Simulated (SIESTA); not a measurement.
## Short convergence ladders for Zr (Im-3m, 1 atom in the cell)

```yaml
crystal:
  lattice:
    - [-1.79980, 1.79980, 1.79980]
    - [1.79980, -1.79980, 1.79980]
    - [1.79980, 1.79980, -1.79980]
  atoms:
    - { symbol: Zr, position: [0.00000, 0.00000, 0.00000] }
```

Base method: LDA PW92, numerical atomic orbitals DZP, PseudoDojo LDA standard norm-conserving potentials (rewritten from UPF to PSML) (SIESTA).

Base settings: XC.functional = LDA; XC.authors = PW92; potentials = PseudoDojo LDA standard; PAO.BasisSize = DZP; PAO.EnergyShift = 0.01 Ry; MeshCutoff = 400 Ry; kgrid.MonkhorstPack = 9 9 9; OccupationFunction = FD; ElectronicTemperature = 0.1 eV; MaxSCFIterations = 150.

Core times come from one kind of shared machine, to one figure; runs under 30 s give none.

**The k-point mesh at a smearing width of 0.3 eV**

In this ladder: ElectronicTemperature = 0.3 eV.

Only quantities that move along the ladder and can be compared are tabulated.

| kgrid.MonkhorstPack | free energy less the last step's (meV/atom) | pressure (GPa) | core time / last (rough) |
|---|---|---|---|
| 5 5 5 | -6.54 | -7.92 | – |
| 6 6 6 | 8.07 | -7.72 | – |
| 7 7 7 | 4.68 | -7.62 | – |
| 8 8 8 | -1.10 | -7.80 | – |
| 10 10 10 | -0.04 | -7.86 | – |
| 12 12 12 | 0.07 | -7.83 | 0.1 |
| 14 14 14 | -0.01 | -7.83 | 0.1 |
| 21 21 21 | 0.00 | -7.83 | 0.4 |
| 25 25 25 | 0.00 | -7.83 | 1 |

Coarsest kgrid.MonkhorstPack that holds the free energy within 2 meV/atom of the last step, with all finer ones: 8 8 8; the step before is off by 4.7 meV/atom.

Coarsest kgrid.MonkhorstPack that holds the pressure within 0.1 GPa of the last step, with all finer ones: 8 8 8; the step before is off by 0.21 GPa.

**The width of Gaussian smearing**

In this ladder: kgrid.MonkhorstPack = 15 15 15; OccupationFunction = MP; OccupationMPOrder = 0.

Narrow widths need finer meshes than wide ones, so the last steps can hold mesh noise.

Only quantities that move along the ladder and can be compared are tabulated; pressure and forces are left out, as mesh noise rules them at narrow widths.

| ElectronicTemperature | free energy less the last step's (meV/atom) |
|---|---|
| 1 eV | -444.73 |
| 0.5 eV | -118.43 |
| 0.3 eV | -42.61 |
| 0.2 eV | -18.87 |
| 0.1 eV | -4.02 |
| 0.05 eV | 0.00 |

Widest ElectronicTemperature that holds the free energy within 5 meV/atom: not settled: the last two steps still differ by 4.0 meV/atom, over half the tolerance, so the ladder does not show it.

**The SCF threshold**

In this ladder: SCF.DM.Tolerance = default; SCF.DM.Converge = false; SCF.H.Converge = false; SCF.FreeE.Converge = true.

The mesh stays at the base's, so the ladder's end is converged at best in this setting alone.

Only quantities that move along the ladder and can be compared are tabulated.

| SCF.FreeE.Tolerance | free energy less the last step's (meV/atom) | pressure (GPa) |
|---|---|---|
| 1.0E-01 eV | 193.02 | -6.52 |
| 1.0E-02 eV | 0.03 | -10.15 |
| 1.0E-03 eV | 0.03 | -10.15 |
| 1.0E-04 eV | 0.03 | -10.15 |
| 1.0E-05 eV | 0.00 | -10.15 |
| 1.0E-06 eV | 0.00 | -10.15 |
| 1.0E-07 eV | 0.00 | -10.15 |
| 1.0E-10 eV | 0.00 | -10.15 |
| 1.0E-12 eV | 0.00 | -10.15 |

Coarsest SCF.FreeE.Tolerance that holds the pressure within 1 GPa of the last step, with all finer ones: 1.0E-02 eV; the step before is off by 3.6 GPa.

Coarsest SCF.FreeE.Tolerance that holds the free energy within 5 meV/atom of the last step, with all finer ones: 1.0E-02 eV; the step before is off by 190 meV/atom.

On the base run: the starting cell comes from a database of computed structures (which also holds hypothetical and non-ambient phases and stackings), without a prior relaxation at this level. Its lattice was rescaled by up to half a per cent. Values carry the incompleteness of an atom-centred basis. In the base run, with a pressure of about -10 GPa the cell is away from its equilibrium volume at this level.

Left out of this page: 2 runs of the series outside the window shown, repeating another row's setting, or not comparable.
